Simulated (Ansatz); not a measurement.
We consider A15 Cr3Ga (cell taken from a computed entry), described by PBEsol (PAW; Ansatz, an electronic-structure program).

Run with plane-wave cutoff 500 eV, 12×12×12 k mesh, Fermi–Dirac smearing 0.1 eV, no spin polarisation, scalar-relativistic PAW data made under PBE.

Computed at the level's own relaxed cell.

**Question.** What does this level give for the volume per atom and equilibrium lattice constant a?

**Answer.** 
- volume per atom = 11.67 Å³/atom
- equilibrium lattice constant a = 4.536 Å

The run finds no gap.

Note: the relaxation could not lower the start's symmetry, so the cell can be a saddle point above a distorted one.

The computed numbers hold no vibrational or temperature effects.

The result took about 4 core-minutes (a rough figure).
